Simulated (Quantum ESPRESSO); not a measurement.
A user runs Quantum ESPRESSO on YMgPd (P-62m, 9 atoms in the cell) and asks whether the run is sound. The aim is a self-consistent single point with DFT, LDA (PZ), plane waves, GBRV 1.5 ultrasoft (LDA) pseudopotentials.

Cell that was meant: a = 7.4120 Å, b = 7.4120 Å, c = 4.0933 Å, α = 90.00°, β = 90.00°, γ = 120.00°.

Part of the input:

```fortran
   ibrav = 0
   nat = 9
   ntyp = 3
   ecutwfc = 12
   ecutrho = 96
   occupations = 'smearing'
   smearing = 'gauss'
   degauss = 0.0073499
```

Output, abridged:

```
     Message from routine setup:
     using ibrav=0 with symmetry is DISCOURAGED, use correct ibrav instead
     G-vector sticks info
   [... lines left out ...]
        k(    7) = (   0.3333333   0.5773503   0.0000000), wk =   0.0888889
        k(    8) = (   0.3333333   0.5773503   0.3621507), wk =   0.1777778
        k(    9) = (   0.3333333   0.5773503   0.7243014), wk =   0.1777778

     Dense  grid:    20809 G-vectors     FFT dimensions: (  45,  45,  25)

     Smooth grid:     7421 G-vectors     FFT dimensions: (  32,  32,  18)

     Initial potential from superposition of free atoms

     starting charge     108.5881, renormalised to     111.0000

     negative rho (up, down):  1.653E-01 0.000E+00
     Self-consistent Calculation

     iteration #  1     ecut=    12.00 Ry     beta= 0.70

     negative rho (up, down):  2.574E-01 0.000E+00

     total energy              =   -1150.38581397 Ry
     estimated scf accuracy    <      86.08507386 Ry

     iteration #  2     ecut=    12.00 Ry     beta= 0.70

     negative rho (up, down):  3.087E-01 0.000E+00

     total energy              =   -1194.91873908 Ry
     estimated scf accuracy    <      81.02531910 Ry

     iteration #  3     ecut=    12.00 Ry     beta= 0.70

     negative rho (up, down):  3.411E-01 0.000E+00

     total energy              =   -1195.89847586 Ry
     estimated scf accuracy    <      11.42366115 Ry

   [... 10 blocks of this kind left out ...]

     iteration # 14     ecut=    12.00 Ry     beta= 0.70

     negative rho (up, down):  3.313E-01 0.000E+00

     total energy              =   -1198.41844141 Ry
     estimated scf accuracy    <          8.4E-09 Ry

     iteration # 15     ecut=    12.00 Ry     beta= 0.70

     negative rho (up, down):  3.313E-01 0.000E+00
     End of self-consistent calculation

     the Fermi energy is    11.7774 ev

!    total energy              =   -1198.41844141 Ry
     estimated scf accuracy    <          1.7E-11 Ry
     smearing contrib. (-TS)   =      -0.00356176 Ry
     internal energy E=F+TS    =   -1198.41487965 Ry

     convergence has been achieved in  15 iterations

     negative rho (up, down):  3.313E-01 0.000E+00

     Forces acting on atoms (cartesian axes, Ry/au):

     atom    1 type  1   force =    -0.00880583   -0.01525215    0.00000000
     atom    2 type  1   force =    -0.00880583    0.01525215    0.00000000
     atom    3 type  1   force =     0.01761167    0.00000000    0.00000000
     atom    4 type  2   force =     0.01717098    0.02974101   -0.00000000
   [... lines left out ...]
     Total force =     0.066848     Total SCF correction =     0.000008
   [... lines left out ...]

     negative rho (up, down):  3.313E-01 0.000E+00
          total   stress  (Ry/bohr**3)                   (kbar)     P=   -13405.93
  -0.09125269   0.00000000   0.00000000       -13423.73        0.00        0.00
   0.00000000  -0.09125269   0.00000000            0.00   -13423.73        0.00
   0.00000000   0.00000000  -0.09088971            0.00        0.00   -13370.34

   JOB DONE.
```

Problem. Is anything amiss in this input, and did it matter?

Solution. The run is not sound. The fault is a basis or grid far too coarse for these potentials. The error of an incomplete plane-wave basis or grid does not cancel at such settings. To fix it, restore the cutoff that the potentials need and check convergence. The run converged in 15 iterations without an error; against the sound input the free energy goes up by 78.7 eV/atom, the pressure goes from -4.68 to -1341 GPa and the largest force goes from 0.065 to 0.883 eV/Å.

An input that runs soundly differs in these lines (not the only fix; some lines may just follow from the change or write a value another way):
```diff
-   ecutwfc = 12
-   ecutrho = 96
+   ecutwfc = 40
+   ecutrho = 320
```

With that input, the run converged in 15 iterations: free energy E − TS -17013.6118 eV; Fermi level (on the code's own zero) 11.06 eV; pressure -4.68 GPa; largest force (vector length) 0.065 eV/Å (DFT, LDA (PZ), plane waves, GBRV 1.5 ultrasoft (LDA) pseudopotentials).

On the sound input: the starting cell comes from a database of computed structures (which also holds hypothetical and non-ambient phases and stackings), without a prior relaxation at this level. Spin polarisation is off. With a pressure of about -5 GPa the cell is away from its equilibrium volume at this level.
